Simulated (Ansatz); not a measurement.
## Mg (model structure, from the diamond type, Fd-3m, No. 227): bulk modulus by level of theory

No measured value is used here.

| level (code) | value (GPa) | cell (Å³/atom) |
|---|---|---|
| LDA (Ansatz) | 12.8 | 37.47 |
| PBE (Ansatz) | 11.0 | 40.35 |
| PBEsol (Ansatz) | 12.2 | 38.86 |
| r²SCAN (Ansatz) | ? | 40.28 |

Task: Complete the blanks.

Result: 
- r²SCAN (Ansatz, a quantum-chemistry and plane-wave program), value (GPa): 11.8

LDA, PBE, PBEsol, r²SCAN: the bulk modulus is −V dP/dV from two relaxed cells at ±2 % in volume. Each level is taken at its own relaxed cell. Cutoffs differ between the levels. Ansatz's density-functional and Hartree–Fock values are scalar-relativistic unless marked +SOC, with PAW data made under PBE.

A model structure was made by putting elements into a prototype or built by hand; it is no filed structure, need not be a known phase, and can be a saddle point held by its symmetry.
